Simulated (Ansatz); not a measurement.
A15 Nb3Sn (cubic form, which distorts at low temperature), treated with PBE-D3(BJ) in Ansatz (plane waves, PAW).

Numerical settings: plane-wave cutoff 520 eV, 10×10×10 k mesh, Fermi–Dirac smearing 0.05 eV, no spin polarisation, scalar-relativistic PAW data made under PBE.

Results at a series of volumes:

```json
[
 {"V (Å³/atom)": "17.048", "E − E_lowest (meV/atom)": "39.80"},
 {"V (Å³/atom)": "17.411", "E − E_lowest (meV/atom)": "17.08"},
 {"V (Å³/atom)": "17.774", "E − E_lowest (meV/atom)": "4.13"},
 {"V (Å³/atom)": "18.136", "E − E_lowest (meV/atom)": "0.00"},
 {"V (Å³/atom)": "18.499", "E − E_lowest (meV/atom)": "3.81"},
 {"V (Å³/atom)": "18.862", "E − E_lowest (meV/atom)": "14.78"},
 {"V (Å³/atom)": "19.224", "E − E_lowest (meV/atom)": "32.20"}
]
```

Fit the third-order Birch–Murnaghan equation and give B0 and B′.

V0 = 18.137 Å³/atom, B0 = 175 GPa, B′ = 4.2 (fit to the energies at full precision).

Measured, for comparison: bulk modulus 165 GPa (4 K, zero-point motion not removed; as tabulated in Lu and Klein (1997), arXiv:cond-mat/9704251); equilibrium volume per atom 18.49 Å³/atom (temperature not stated, no zero-point or thermal correction; as tabulated in Priinits et al. (2024), arXiv:2406.00817). Computed (rounded) less measured: bulk modulus +6 %, equilibrium volume per atom -1.9 %. A static lattice is as a rule a little smaller and stiffer than an uncorrected measurement, which narrows the difference in the equilibrium volume per atom and would widen misses of the other sign.

Note: symmetry holds this phase in the static calculation, where it need not be a minimum.

Spin–orbit coupling is not included.

The computed numbers hold no vibrational or temperature effects.

Ansatz is a first-principles code.
